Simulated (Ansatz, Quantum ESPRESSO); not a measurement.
# Code comparison for PdAu3 (Pm-3m, 4 atoms in the cell)

Zone-centre phonon calculation.

```yaml
crystal:
  lattice:
    - [4.07108, 0.00000, 0.00000]
    - [0.00000, 4.07108, 0.00000]
    - [0.00000, 0.00000, 4.07108]
  atoms:
    - { symbol: Pd, position: [0.00000, 0.00000, 0.00000] }
    - { symbol: Au, position: [0.00000, 0.50000, 0.50000] }
    - { symbol: Au, position: [0.50000, 0.00000, 0.50000] }
    - { symbol: Au, position: [0.50000, 0.50000, 0.00000] }
```

Shared settings, as Ansatz (a quantum-chemistry and plane-wave program) writes them: kpoints.mp_grid.grid = 11 11 11; scf.occupations.method = gaussian; scf.occupations.width = 0.02 Ry. Potentials and cutoffs stand in the table.

```
code                                                            model  highest zone-centre frequency (cm⁻¹)   cutoff
----------------  ---------------------------------------------------  ------------------------------------  -------
Quantum ESPRESSO  LDA (PZ), GBRV 1.5 ultrasoft (LDA) pseudopotentials                                   153    40 Ry
Ansatz                            LDA (PW92), PAW files made with PBE                                   152  30.9 Ry
```

On Ansatz's run: spin-orbit coupling is off. Spin polarisation is off.

The spread over the programs that give each value: highest zone-centre frequency within 1.0 cm⁻¹.

The same LDA comes in different parametrisations, which differ slightly.

The starting cell comes from a database of computed structures (which also holds hypothetical and non-ambient phases and stackings), without a prior relaxation at this level.

Keys are those of Ansatz 0.2.
